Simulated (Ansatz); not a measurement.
The reference is Ge$_{2}$Sb$_{2}$Te$_{5}$ (space group P-3m1, No. 164; a = 4.294 Å, c = 17.636 Å).

(Cell as relaxed with PBE.)

Levels (all Ansatz, a first-principles code, PAW, earlier PAW set): PBE (420 eV, spin-orbit coupling left out); PBEsol (420 eV, no SOC).

Each level relaxes its own structure.

```csv
base,PBE,PBEsol
volume per atom,31.28 Å³,28.96 Å³
lattice parameter a,429.4 pm,422.4 pm
band gap,0.53 eV,0.14 eV
```

It is then changed as follows: cell and atoms relaxed at a pressure of 22.5 GPa.

```json
[
 {"quantity": "volume per atom", "PBE": "22.61 Å³", "PBEsol": "…"},
 {"quantity": "band gap", "PBE": "zero", "PBEsol": "…"},
 {"quantity": "c/a ratio", "PBE": "4.475", "PBEsol": "…"}
]
```

### Question
Given the PBE results, estimate those of PBEsol.

### Answer

- volume per atom, PBEsol: 21.89 Å³
- band gap, PBEsol: zero
- c/a ratio, PBEsol: 4.525

PBE's volume per atom lies 0.72 Å³ above PBEsol's (3.3 %); PBE's c/a ratio lies 0.0492 below PBEsol's; the two agree on the band gap. Neither level is exact; PBEsol is the comparison here, not a measurement.

The mesh was chosen for an insulator and is coarse for the gapless case. With Sb and Te present, leaving out spin-orbit coupling can change the band edges. Load acts through the strain it causes; cell and atoms are relaxed under it. No phonon test of stability was made. No other phases were tried under pressure. The final runs are not spin-polarised. A zero or small gap of Ge2Sb2Te5 can be the functional's error rather than a property of the material.
